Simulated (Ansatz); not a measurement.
## AlN₂H₆F₃ (C2/m, No. 12, 12 atoms in the cell; start mp-1228986)

The numbers are results of PBEsol in Ansatz (plane waves, PAW), not measurements.

Settings: plane-wave cutoff 520 eV, 10×10×8 k mesh (along the axes of the cell as run), Fermi–Dirac smearing 0.01 eV, scalar-relativistic PAW data made under PBE.

Cell (relaxed with PBE-D3(BJ)):

AlF3H6N2 is taken in the monoclinic space group C2/m (No. 12), Pearson symbol mS24. Cell: a = 9.744 Å, b = 3.796 Å, c = 6.946 Å, α = 90.00°, β = 131.61°, γ = 90.00°. Al on 2a is coordinated by 2 F at 1.795 Å and 2 F at 1.898 Å and 2 N at 2.007 Å (octahedral). H1 on 4i sees 1 N at 1.023 Å. H2 on 8j is surrounded by 1 N at 1.029 Å. N on 4i has 3 H at 1.023–1.029 Å and 1 Al at 2.007 Å (tetrahedral). F1 on 4i has 1 Al at 1.795 Å. F2 on 2b has 2 Al at 1.898 Å (linear). (Neighbours: up to the widest gap in distance over summed covalent radii, below 1.35, at either atom; cation-cation and far metal-metal contacts left out.)
(The calculation used a cell of 12 atoms; values per cell refer to that cell.)

For AlN₂H₆F₃ (C2/m, No. 12, 12 atoms in the cell; start mp-1228986), the band gap is 5.96 eV (direct).

Note: cell and atoms aren't relaxed at this level (largest force component 0.21 eV/Å, pressure -0.4 GPa).

Static lattice: no zero-point or thermal effects.

The result took roughly 70 core-seconds.

A start named mp-… is a Materials Project structure, which need not be a measured phase.

Ansatz is a program for electronic structure.
